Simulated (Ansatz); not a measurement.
The starting structures come from a database of crystals and need not be the phases stable at ambient conditions.

 Where the default PAW files enter, the runs use the earlier of Ansatz's two default sets.

By PBEsol, the system below comes out a metal.

Without scattering a metal conducts by its projected Fermi surface.

Here is the system:

```
Au
1.0
    2.82262     0.00000     0.00000
    0.00000     4.89317     0.00000
    1.41131     0.00000     2.63261
Au
2
Direct
  0.66533   0.25000   0.66934
  0.33467   0.75000   0.33066
```

Space group of this cell: Cmcm. The cell is strained (lengths along the current scaled by 1.03, ions clamped); by PBEsol its mean pressure is -8.9 GPa.

The current flows along the normal of the first two printed cell vectors. No spin-orbit coupling; the value is a mean over 0.1 eV about the Fermi level.

Estimate the ballistic conductance per area that PBEsol run with Ansatz (a quantum-chemistry and plane-wave program) returns for this system.

0.82 × 10¹⁵ S/m² for both spins.
